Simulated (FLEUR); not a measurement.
Worked example: self-consistent single point of MnGa₄ (Im-3m, 5 atoms in the cell) in FLEUR.

Level of theory: FLEUR with LDA (Perdew-Zunger), all-electron FLAPW (FLEUR), scalar-relativistic valence.

```xyz
5
Lattice="-2.7719 2.7719 2.7719 2.7719 -2.7719 2.7719 2.7719 2.7719 -2.7719" Properties=species:S:1:pos:R:3 pbc="T T T"
Mn     0.0000     0.0000     0.0000
Ga     1.3859     1.3859    -1.3859
Ga     1.3859    -1.3859     1.3859
Ga     1.3859     1.3859     1.3859
Ga    -1.3859     1.3859     1.3859
```
Moments meant for the start (each program seeds them in its own way; μB, in the order of the atoms Mn Ga Ga Ga Ga): 4.0 0.0 0.0 0.0 0.0.

Reference input (self-consistent single point, DFT, PBEsol, all-electron FLAPW (FLEUR), scalar-relativistic valence): Kmax = 3.8 1/bohr; GmaxXC = 15.2 1/bohr; xcFunctional = PBEs; jspins = 2; l_soc = F; mode = hist; fermiSmearingEnergy = 0.00367493 Htr; mesh (inpgen div1-3) = 6 6 6; inpgen gamma flag = true; Gmax = 15.2 1/bohr; numbands = 0; maxIterBroyd = 99. This run's input differs from it in these lines:

```diff
@@ -17,3 +17,3 @@
 &comp jspins=2 /
-&exco xctyp='PBEs' /
+&exco xctyp='pz' /
 &kpt div1=6 div2=6 div3=6 gamma=t /
@@ -30,3 +30,3 @@
       <coreElectrons ctail="T" frcor="F" kcrel="0" coretail_lmax="0"/>
-      <xcFunctional name="PBEs" relativisticCorrections="F"/>
+      <xcFunctional name="pz" relativisticCorrections="F"/>
       <magnetism jspins="2"/>
```

The program printed (abridged):

```
 Iteration:     1   Distance:      26.21822357 me/bohr^3
 Iteration:     2   Distance:      23.71497698 me/bohr^3
 Iteration:     3   Distance:      21.99556748 me/bohr^3
 Iteration:     4   Distance:      20.62750789 me/bohr^3
 Iteration:     5   Distance:      10.54033847 me/bohr^3
   [... 27 lines left out ...]
 Iteration:    33   Distance:       0.00001885 me/bohr^3
 Iteration:    34   Distance:       0.00003330 me/bohr^3
 Iteration:    35   Distance:       0.00001848 me/bohr^3
 Iteration:    36   Distance:       0.00000391 me/bohr^3
 Run finished successfully
 Stop message:
   Structural relaxation: Done

[file out, last iteration]
             iter=     37
[...]
          total density-effective poten   -1.4207026964E+04
          total charge density-energy d   -3.4159936257E+02
 Updated energy parameters for spin:           1
 Updated energy parameters for spin:           2
[...]
 fermi energy and band-weighting factors:
    0.787060    0.804124    0.804124

[...]
FERMIE:
          first approx. to ef    (T=0)  :   0.281939 htr   (energy of the highest occ. eigenvalue)
          number of occ. states  (T=0)  :       1079
          first approx. to seigv (T=0)  : -22.486239 htr
          sum of weights of occ. states :  67.000000
          sum of semicore charge        :   0.000000 e
FERHIS:  Fermi-Energy by histogram:
   [... lines left out ...]
          bandgap                     :   0.000000 htr
          charge neutrality (T=0)     :   0.000000    (zero if the highest occ. eigenvalue is "entirely" occupied)
     EF_NEWTON:  Adjust Fermi-Energy by Newton-Method.
 Direct bandgap for spin            1 :    1.0367051263264537E-002  Htr
 Direct bandgap for spin            2 :    1.0366977044690695E-002  Htr
 ---->    free energy=                     -8921.8759029789 htr
   [... lines left out ...]
 ***** TOTAL FORCES ON ATOMS *****
 TOTAL FORCE FOR ATOM TYPE=  1  X=  0.000   Y=  0.000   Z=  0.000
                       FX_TOT= 0.000000 FY_TOT= 0.000000 FZ_TOT= 0.000000
 TOTAL FORCE FOR ATOM TYPE=  2  X=  2.619   Y=  2.619   Z= -2.619
                       FX_TOT= 0.000000 FY_TOT= 0.000000 FZ_TOT= 0.000000
 Structural relaxation: Done
```

The run converged in 36 iterations. FLEUR gives forces in its relaxation mode, with a further iteration, so its stop message speaks of a relaxation. Against the reference run the size of the net moment goes from 0.08 to 0.00 μB/atom.

The starting cell comes from a database of computed structures (which also holds hypothetical and non-ambient phases and stackings), without a prior relaxation at this level. The starting moments vanished: the run ended non-magnetic, which need not be the lowest state. Values depend on the basis (sphere radii, cutoffs, local orbitals), which need not be converged. The log's line on a gap gives a spacing of levels on this mesh, which the program prints for metals too.

Cost on one core of a shared machine: roughly 4 min.
